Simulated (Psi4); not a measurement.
Psi4 1.11, WB97X/def2-svp: [SiH3][N][SiH3], charge -1, multiplicity 1, 9 atoms. The geometry is a generated start, not checked to be a minimum at this level.

```yaml
task: energy
method: wb97x
basis: def2-svp
memory: 3 GB
maxiter: 100
keys_of_the_molecule_block: symmetry c1
scf_type: df (default)
e_convergence: 1e-06 (default)
d_convergence: 1e-06 (default)
dft_radial_points: 75 (default)
dft_spherical_points: 302 (default)
basis_functions: 80
grid_points: 194483
```

```xyz
9

Si     1.5351    -0.2384     0.0079
N     -0.0175    -0.2562    -0.6019
Si    -1.5398     0.1996    -0.1035
H      2.3973    -1.0736    -0.8786
H      2.2336     1.0892     0.0688
H      1.8005    -0.7768     1.3798
H     -2.1326    -0.5370     1.0673
H     -2.4963    -0.0393    -1.2233
H     -1.7802     1.6324     0.2834
```

Charge -1 and multiplicity 1 are set for this test and not shown to be the ground state.

With the defaults (damping_percentage = 0, diis = true, scf_initial_accelerator = adiis, guess = auto, which took SAD, level_shift = 0, level_shift_cutoff = 0.01, diis_max_vecs = 10) it converges in 7 SCF iterations. One run each on 2 threads, with these changes:
- diis_max_vecs = 3
- diis_max_vecs = 20
- guess = sapgau
- damping_percentage = 60, diis = false, scf_initial_accelerator = none
- level_shift = 0.1, level_shift_cutoff = 0.001
- guess = sadno
- damping_percentage = 60
- guess = huckel
- scf_initial_accelerator = none

**Question.** Name the settings that don't reach the solution of the defaults.

**Answer.** No convergence: damping_percentage = 60; damping_percentage = 60, diis = false, scf_initial_accelerator = none (the run ends without SCF convergence in 100 iterations). The rest reach the solution of the defaults.

```json
[
 {"setting": "the defaults", "SCF iterations": "7", "end": "same solution"},
 {"setting": "level_shift = 0.1, level_shift_cutoff = 0.001", "SCF iterations": "7", "end": "same solution"},
 {"setting": "diis_max_vecs = 20", "SCF iterations": "7", "end": "same solution"},
 {"setting": "scf_initial_accelerator = none", "SCF iterations": "7", "end": "same solution"},
 {"setting": "guess = sapgau", "SCF iterations": "8", "end": "same solution"},
 {"setting": "guess = sadno", "SCF iterations": "9", "end": "same solution"},
 {"setting": "guess = huckel", "SCF iterations": "9", "end": "same solution"},
 {"setting": "diis_max_vecs = 3", "SCF iterations": "9", "end": "same solution"},
 {"setting": "damping_percentage = 60", "SCF iterations": "100", "end": "no convergence"},
 {"setting": "damping_percentage = 60, diis = false, scf_initial_accelerator = none", "SCF iterations": "100", "end": "no convergence"}
]
```
